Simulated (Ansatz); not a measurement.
# MnTlF3: pressure series

Consider MnTlF3 in the cubic perovskite structure (space group Pm-3m, No. 221; ferromagnetic; a cell from a computed database, its experimental status unchecked).

Space group Pm-3m (No. 221); a = 4.238 Å, b = 4.238 Å, c = 4.238 Å, α = 90.00°, β = 90.00°, γ = 90.00°

```csv
atom,site,symmetry,x,y,z
Mn,1a,m-3m,0.0000,0.0000,0.0000
Tl,1b,m-3m,0.5000,0.5000,0.5000
F,3d,4/mm.m,0.0000,0.0000,0.5000
```

Cell and atoms are relaxed at each pressure.

The values are results of r2SCAN (Ansatz, an electronic-structure program, PAW, spin-orbit coupling left out), not measurements.

```json
[
 {"pressure (GPa)": "-2", "volume per atom (Å³/atom)": "15.660"},
 {"pressure (GPa)": "-1", "volume per atom (Å³/atom)": "15.434"},
 {"pressure (GPa)": "0", "volume per atom (Å³/atom)": "15.226"},
 {"pressure (GPa)": "3", "volume per atom (Å³/atom)": "14.682"},
 {"pressure (GPa)": "7", "volume per atom (Å³/atom)": "14.099"},
 {"pressure (GPa)": "15", "volume per atom (Å³/atom)": "13.221"},
 {"pressure (GPa)": "30", "volume per atom (Å³/atom)": "12.107"},
 {"pressure (GPa)": "75", "volume per atom (Å³/atom)": "?"},
 {"pressure (GPa)": "100", "volume per atom (Å³/atom)": "9.672"}
]
```

Q: Fit the third-order Birch–Murnaghan form P(V) = (3B₀/2)[(V₀/V)^(7/3) − (V₀/V)^(5/3)]·[1 + (3/4)(B₀′ − 4)((V₀/V)^(2/3) − 1)] (squares taken in P) to the rows shown and predict the withheld row.

A: Least squares on the printed values gives V₀ = 15.224 Å³/atom, B₀ = 77.2 GPa, B₀′ = 4.6; this predicts 10.281 Å³/atom, and the run gives 10.290 Å³/atom, 0.009 higher.

The mesh was chosen for an insulator and is coarse for the gapless case. Load acts through the strain it causes; cell and atoms are relaxed under it. Whether these cells are dynamically stable was not tested. No other phases were tried under pressure. No Hubbard U is applied and the magnetic state is the run's own (MnTlF3 ferromagnetic); other magnetic orders, which need larger cells, were not tried and can change the gap. The base started in Cm and relaxed to Pm-3m at this level. Many cubic perovskites are stable only at high temperature; tilts and polar distortions were not tested.
